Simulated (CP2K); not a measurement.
## Several settings converged on Mg (P-3m1, 2 atoms in the cell)

```xyz
2
Lattice="3.2004 0.0000 0.0000 -1.6002 2.7716 0.0000 0.0000 0.0000 5.1944" Properties=species:S:1:pos:R:3 pbc="T T T"
Mg     0.0000     1.8477     1.3486
Mg     1.6002     0.9239     3.8958
```

Base method: LDA (Pade form), GPW, DZVP-MOLOPT-SR-GTH basis, GTH-PADE potentials (GTH_POTENTIALS) (CP2K).

Base settings: CUTOFF = 1000 Ry; REL_CUTOFF = 50 Ry; SMEAR/METHOD = FERMI_DIRAC; ELECTRONIC_TEMPERATURE = 1160.45 K; KPOINTS/SCHEME = MONKHORST-PACK 4 4 3; GAMMA_CENTERED = T; XC_FUNCTIONAL = PADE; Mg/BASIS_SET = DZVP-MOLOPT-SR-GTH; Mg/POTENTIAL = GTH-PADE-q10; METHOD = GPW.

**The setting rel cutoff**

The mesh stays at the base's, so the ladder's end is converged at best in this setting alone.

Only quantities that move along the ladder and can be compared are tabulated.

| REL_CUTOFF | free energy less the last step's (meV/atom) | pressure (GPa) | largest difference of a force vector from the last step's (eV/Å) |
|---|---|---|---|
| 20 Ry | -3.39 | -1.11 | 0.061 |
| 30 Ry | -0.08 | -1.23 | 0.011 |
| 40 Ry | -0.01 | -1.23 | 0.000 |
| 100 Ry | 0.00 | -1.23 | 0.000 |

Coarsest REL_CUTOFF that holds the pressure within 0.1 GPa of the last step, with all finer ones: 30 Ry; the step before is off by 0.12 GPa.

Coarsest REL_CUTOFF that holds the free energy within 1 meV/atom of the last step, with all finer ones: 30 Ry; the step before is off by 3.4 meV/atom.

Coarsest REL_CUTOFF that holds the forces within 0.005 eV/Å of the last step, with all finer ones: 40 Ry; the step before is off by 0.011 eV/Å.

**The relaxed cell against the cutoff**

On Mg (P6_3/mmc, 2 atoms in the cell): atoms on their sites.

In this ladder: EXTRAPOLATION = USE_GUESS; MAX_FORCE = 0.00039; RMS_FORCE = 0.00026; EXTERNAL_PRESSURE = 0 GPa.

The mesh stays at the base's, so the ladder's end is converged at best in this setting alone.

Only quantities that move along the ladder and can be compared are tabulated.

```tsv
CUTOFF	relaxed volume (Å³/atom)	relaxation steps
500 Ry	21.802	17
600 Ry	22.249	20
700 Ry	22.376	24
850 Ry	22.353	21
1000 Ry	22.325	20
1200 Ry	22.304	29
1500 Ry	22.301	30
2000 Ry	22.285	25
```

State of the relaxed volume at the end of the ladder: still drifting one way, by 0.019 Å³/atom over the last two steps, so the last step is no safe reference.

At the lowest cutoff the cell relaxes to a volume 2.2 % smaller than at the highest.

On the base run: the starting cell has typed, rounded lattice constants, without a prior relaxation at this level. Its lattice was rescaled by up to half a per cent. One atom was moved a little off its site on purpose. Values carry the incompleteness of an atom-centred basis. Without a gap this mesh is coarse (it stands for a supercell whose shortest vector is 13 Å).

Left out of this page: 1 run of the series unsound by tests on forces, stress, charge or solver warnings; 2 runs of the series outside the window shown, repeating another row's setting, or not comparable.
